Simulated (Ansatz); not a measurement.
An Ansatz (an electronic-structure program) input (plane-wave PAW DFT at the PBE level (Ansatz, 420 eV), scalar-relativistic without spin-orbit coupling, earlier PAW set):

Ansatz 0.2 input:
```yaml
crystal:
  lattice:
    - [-1.5803847799, 1.5803847799, 1.5803847799]
    - [1.5803847799, -1.5803847799, 1.5803847799]
    - [1.5803847799, 1.5803847799, -1.5803847799]
  atoms:
    - { symbol: Mo, position: [0, 0, 0] }
basis: { ecutwfc: 420, ecutrho_ratio: 4, xc_grid: 2, fft_grid_basis: typed }
kpoints: { mp_grid: { grid: [21, 21, 21] } }
hamiltonian:
  xc: pbe
  dispersion: none
  pseudopotentials: { azcp: { folder: ./paw }, kind: paw }
scf: { occupations: { method: fermi_dirac, width: 0.05 }, convergence: { dr2_threshold: 0.0000000001 } }
output: { forces: true, stress: true }
```

Question: Which symmetry and how many k-points will the program report, and about how many plane waves at Γ?

Answer: Space group Im-3m (ITA 229) with 48 operations, k-points 286 of 9261, and 321 plane waves at Γ.

Stability against distortions was not tested. The final runs are not spin-polarised. The cell is Mo in the bcc (W type) structure (space group Im-3m, No. 229).
